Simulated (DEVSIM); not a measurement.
Structure: TaN/SiO2/p-Si capacitor, at 300 K.

```csv
layer (left to right),material,thickness (nm),Na (cm⁻³)
1,SiO2,1.80,-
2,Si,600,9.1e16
```

Metal gate on the left, work function 4.4 eV. Fixed charge at the semiconductor interface 0 cm⁻² (in units of +e); interface traps 1.2e10 cm⁻² eV⁻¹, uniform in energy, neutral level at 0.5 of the gap above the valence band.

Constants are typed, rounded textbook-type inputs, not results; the design itself was drawn at random and stands for no fabricated device. Values at 300 K.

```csv
parameter,SiO2,Si
gap (eV),9,1.124
affinity (eV),0.9,4.05
permittivity,3.9,11.7
Nc (cm⁻³),-,2.86e19
Nv (cm⁻³),-,3.1e19
```

DEVSIM, 1D Poisson equation in equilibrium, Boltzmann statistics, complete ionisation; no quantum confinement or tunnelling. Metal contacts follow the ideal Schottky-Mott rule: no Fermi-level pinning, no interface dipoles.

Tabulate band edges, carrier densities and field at 0.0 V on the gate.

Energies count from the Fermi level of the right contact; mesh points crowd at the junctions.

```csv
x (μm),Ec (eV),Ev (eV),n (cm⁻³),p (cm⁻³),field (V/cm)
0.000,3.500,-5.500,< 1e2,< 1e2,370000
0.0006209,3.523,-5.477,< 1e2,< 1e2,370000
0.001118,3.541,-5.459,< 1e2,< 1e2,370000
0.001725,3.563,-5.436,< 1e2,< 1e2,370000
0.002924,0.429,-0.695,1.7e12,6.7e7,120000
0.004698,0.451,-0.673,7.7e11,1.5e8,120000
0.007609,0.484,-0.640,2.1e11,5.6e8,110000
0.01529,0.568,-0.556,8.2e9,1.4e10,100000
0.02666,0.676,-0.448,1.2e8,9.4e11,87000
0.04684,0.824,-0.300,410000,2.8e14,59000
0.07995,0.946,-0.178,3700,3.2e16,17000
0.1674,0.973,-0.151,1300,9.1e16,40
0.2967,0.973,-0.151,1300,9.1e16,≈ 0
0.4275,0.973,-0.151,1300,9.1e16,≈ 0
0.5195,0.973,-0.151,1300,9.1e16,≈ 0
0.5543,0.973,-0.151,1300,9.1e16,≈ 0
0.5756,0.973,-0.151,1300,9.1e16,≈ 0
0.5870,0.973,-0.151,1300,9.1e16,≈ 0
0.5956,0.973,-0.151,1300,9.1e16,≈ 0
0.5987,0.973,-0.151,1300,9.1e16,≈ 0
0.6006,0.973,-0.151,1300,9.1e16,≈ 0
0.6018,0.973,-0.151,1300,9.1e16,≈ 0
```
